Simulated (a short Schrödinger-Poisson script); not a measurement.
System: MOS inversion layer, SiO2 on p-type Si(100), at 300 K.

```
layer  material  thickness (nm)  Na (cm⁻³)
-----  --------  --------------  ---------
1          SiO2             3.4          -
2            Si             220     3.9e18
```

The device is made up for the run: typed textbook-type constants, with dimensions and the other settings drawn at random. SiO2: permittivity 3.9, conduction-band edge (eV) 3.15, gap (eV) 9, electron mass (mₑ) 0.5. Si: permittivity 11.7, conduction-band edge (eV) 0, gap (eV) 1.124, Nv at 300 K (cm⁻³) 3.1e19.

Channel valleys (confinement mass, in-plane density-of-states mass, number): Δ2 0.916, 0.19, 2; Δ4 0.19, 0.417, 4. At the gate the conduction-band edge of layer 1 lies 3.64 eV − eVg above the Fermi level of the channel; the field vanishes at the back. Gaps are held at their typed values at every temperature. Mesh 0.03 nm at interfaces.

Solved with a short Schrödinger-Poisson script written for these runs: 1D Poisson equation in equilibrium, electrons classical, Boltzmann, parabolic valleys, classical holes, full ionisation, no traps, pinning or gate leakage.

The same stack at other levels of the model or other numerical settings:

```
run                                          sheet density of all electrons at Vg = 3.75 V (cm⁻²)  sheet density of all electrons at Vg = 1.95 V (cm⁻²)  capacitance at Vg = 3.75 V (μF/cm²)  centroid of the channel electrons at Vg = 3.75 V (nm)  rough cost against the base
-------------------------------------------  ----------------------------------------------------  ----------------------------------------------------  -----------------------------------  -----------------------------------------------------  ---------------------------
base                                                                                      1.26e13                                               1.72e12                                0.995                                                   0.18                      about 1
electrons treated as classical, Fermi-Dirac                                               1.20e13                                               1.63e12                                0.961                                                   0.34                            5
electrons treated as quantum, Hartree                                                     1.06e13                                               6.62e11                                0.931                                                   0.95                           30
mesh six times as coarse                                                                  1.23e13                                               1.63e12                                0.984                                                   0.28                          0.7
```

The classical rows ignore confinement, and Boltzmann statistics overrate the density once the band edge passes the Fermi level.
